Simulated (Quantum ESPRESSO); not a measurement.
A self-consistent single point of Rb (Im-3m, 1 atom in the cell) with Quantum ESPRESSO.

Level of theory: revPBE-D3(0), PseudoDojo standard norm-conserving (PBE) pseudopotentials (plane waves; Quantum ESPRESSO 7.5).

```
CELL_PARAMETERS angstrom
     -2.82500     2.82500     2.82500
      2.82500    -2.82500     2.82500
      2.82500     2.82500    -2.82500
ATOMIC_POSITIONS crystal
  Rb 0.00000 0.00000 0.00000
```

Reference input (self-consistent single point, DFT, revPBE, plane waves, PseudoDojo standard norm-conserving (PBE) pseudopotentials): ecutwfc = 50 Ry; occupations = smearing; smearing = cold; degauss = 0.0073499 Ry; input_dft = revpbe; potentials = {Rb: Rb.upf}; K_POINTS = automatic 6 6 6 0 0 0; conv_thr = 1e-11 Ry; mixing_beta = 0.5. This run's input differs from it in these lines:

```diff
@@ -18,2 +18,5 @@
  input_dft = 'revpbe'
+ vdw_corr = 'grimme-d3'
+ dftd3_version = 3
+ dftd3_threebody = .false.
 /
```

The program printed (abridged):

```
     Self-consistent Calculation

     iteration #  1     ecut=    50.00 Ry     beta= 0.50

     Threshold (ethr) on eigenvalues was too large:
     Diagonalizing with lowered threshold

     total energy              =     -54.06293150 Ry
     estimated scf accuracy    <       0.00099372 Ry

     iteration #  2     ecut=    50.00 Ry     beta= 0.50

     total energy              =     -54.06313060 Ry
     estimated scf accuracy    <       0.00018558 Ry

     iteration #  3     ecut=    50.00 Ry     beta= 0.50

     total energy              =     -54.06316407 Ry
     estimated scf accuracy    <       0.00001986 Ry

   [... 3 blocks of this kind left out ...]

     iteration #  7     ecut=    50.00 Ry     beta= 0.50

     total energy              =     -54.06316673 Ry
     estimated scf accuracy    <          4.4E-11 Ry

     iteration #  8     ecut=    50.00 Ry     beta= 0.50
     End of self-consistent calculation

     the Fermi energy is     2.1590 ev

!    total energy              =     -54.06316673 Ry
     estimated scf accuracy    <          1.7E-12 Ry
     smearing contrib. (-TS)   =      -0.00053251 Ry
     internal energy E=F+TS    =     -54.06263422 Ry

     DFT-D3 Dispersion         =      -0.01705179 Ry

     convergence has been achieved in   8 iterations

     Forces acting on atoms (cartesian axes, Ry/au):

     atom    1 type  1   force =     0.00000000    0.00000000    0.00000000

     Total force =     0.000000     Total SCF correction =     0.000000

          total   stress  (Ry/bohr**3)                   (kbar)     P=        1.04
   0.00000706  -0.00000000  -0.00000000            1.04       -0.00       -0.00
  -0.00000000   0.00000706  -0.00000000           -0.00        1.04       -0.00
  -0.00000000  -0.00000000   0.00000706           -0.00       -0.00        1.04

   JOB DONE.
```

The run converged in 8 iterations. Against the reference run the pressure goes from 0.29 to 0.10 GPa.

The starting cell has typed, rounded lattice constants, without a prior relaxation at this level.
